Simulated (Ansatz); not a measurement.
Take Cs in the bcc (W type) structure (space group Im-3m, No. 229; a = 6.275 Å) as the base.

Method: Ansatz (a first-principles code), r2SCAN, PAW, cutoff 500 eV, spin-orbit coupling left out, earlier PAW set.

Base values:

```
Item                Result
---------------  ---------
Volume per atom  123.52 Å³
```

One thing is altered: every Cs is replaced by K; the structure is relaxed again.

Problem. Estimate the effect on the volume per atom.

Solution. The volume per atom shrinks by 46.803 Å³ (123.52 Å³ → 76.71 Å³).

Whether these cells are dynamically stable was not tested. All final runs are without spin polarisation.
